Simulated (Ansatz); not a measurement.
# NbP (model structure, started from the WC type, P-6m2, No. 187, 2 atoms in the cell): properties by level of theory

| level (code) | equilibrium lattice constant a (Å) | c axis length (Å) |
|---|---|---|
| PBE (Ansatz) | [?] | 3.340 |
| PBEsol (Ansatz) | 3.292 | 3.321 |
| PBE-D3(BJ) (Ansatz) | [?] | 3.322 |
| r²SCAN (Ansatz) | 3.335 | 3.326 |

Q: Fill in the missing entries.

A: 
- PBE (Ansatz, a program for electronic structure), equilibrium lattice constant a (Å): 3.331
- PBE-D3(BJ) (Ansatz), equilibrium lattice constant a (Å): 3.281

Ansatz's density-functional and Hartree–Fock values are scalar-relativistic unless marked +SOC, with PAW data made under PBE.

Computed values are for the static lattice.

A model structure was made by putting elements into a prototype or built by hand; it is no filed structure, need not be a known phase, and can be a saddle point held by its symmetry.
